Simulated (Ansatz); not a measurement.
Start from AlN in the wurtzite structure (space group P6_3mc, No. 186; a = 3.114 Å, c = 4.984 Å).

The change: cell and atoms relaxed at a pressure of 4.5 GPa.

Levels (all Ansatz, a first-principles code, PAW): PBEsol (420 eV, without spin-orbit coupling); r2SCAN (500 eV, no spin-orbit coupling); HSE06 (420 eV, no spin-orbit coupling).

At the geometry relaxed with PBEsol, these levels gave the following band gaps, in shuffled order: (a) 5.73 eV, (b) 4.27 eV, (c) 5.01 eV.

Question: Match each gap to its level.

Answer: (a) HSE06; (b) PBEsol; (c) r2SCAN.

Single points use the geometry relaxed with PBEsol. Load acts through the strain it causes; cell and atoms are relaxed under it. Stability against distortions was not tested. Tetrahedral semiconductors of this kind turn to denser phases somewhere between about 1 and 50 GPa; those were not computed, so compressed cells here can lie past the real transition.
